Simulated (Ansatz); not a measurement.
The starting structures come from a database of crystals and need not be the phases stable at ambient conditions.

 Where the default PAW files enter, the runs use the earlier of Ansatz's two default sets.

Inside the gap of an insulator the Bloch states are evanescent, with a wavenumber k + iκ along the transport direction.

Data:

```
CELL_PARAMETERS angstrom
      4.70150     0.00000     0.00000
      0.00000     8.19403     0.00000
      0.00000    -3.60360     4.06719
ATOMIC_POSITIONS crystal
  Be 0.81637 0.79668 0.29668
  Be 0.81637 0.20332 0.70332
  Be 0.18363 0.70332 0.70332
  Be 0.18363 0.29668 0.29668
  B  0.52144 0.50000 0.50000
  B  0.47856 0.00000 0.50000
  B  0.00823 0.50000 0.24833
  B  0.00823 0.50000 0.75167
  B  0.99177 0.00000 0.24833
  B  0.99177 0.00000 0.75167
  B  0.50072 0.00000 0.00000
  B  0.49928 0.50000 0.00000
  C  0.66017 0.00000 0.25682
  C  0.66017 0.00000 0.74318
  C  0.33983 0.50000 0.25682
  C  0.33983 0.50000 0.74318
  C  0.83400 0.50000 0.00000
  C  0.16600 0.00000 0.00000
  C  0.14467 0.00000 0.50000
  C  0.85533 0.50000 0.50000
```

Space group of this cell: Pmmn. The cell is taken as given; by r2SCAN its mean pressure is -2.3 GPa.

Transport runs along the normal of the first two printed cell vectors.

No gap correction and no spin-orbit coupling; mid-gap values are interpolated between computed energies.

Question: State the band gap and the smallest decay constant κ at mid-gap according to r2SCAN run with Ansatz (a quantum-chemistry and plane-wave program).

Answer: Gap 0.47 eV on a 6×8×8 mesh; κ = 0.105 1/Å, at (0.000, 0.250) of the in-plane reciprocal vectors. At the zone centre, at the nearest computed energy, the slowest state has κ = 0.19 1/Å.
